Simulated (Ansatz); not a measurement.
Results of LDA (PAW; Ansatz, a program for electronic structure) for ScAl (Cmcm, No. 63, 4 atoms in the cell; start mp-999206).

Settings: plane-wave cutoff 520 eV, 14×14×14 k mesh, Fermi–Dirac smearing 0.05 eV, scalar-relativistic PAW data made under PBE.

Cell (relaxed at this level):

```
AlSc
1.0
    1.62271    -5.45876     0.00000
    1.62271     5.45876     0.00000
    0.00000     0.00000     4.29124
Sc Al
2 2
Cartesian
  1.62271  -3.67470   3.21843
  1.62271   3.67470   1.07281
  1.62271  -0.75796   3.21843
  1.62271   0.75796   1.07281
```

### Question
Estimate the bulk modulus that the calculation returns.

### Answer

- bulk modulus: 80.6 GPa

The run finds no gap.

Note: the bulk modulus is −V dP/dV from two relaxed cells at ±2 % in volume; the relaxation could not lower the start's symmetry, so the cell can be a saddle point above a distorted one.

Computed values are for the static lattice.

A start named mp-… is a Materials Project structure, which need not be a measured phase.
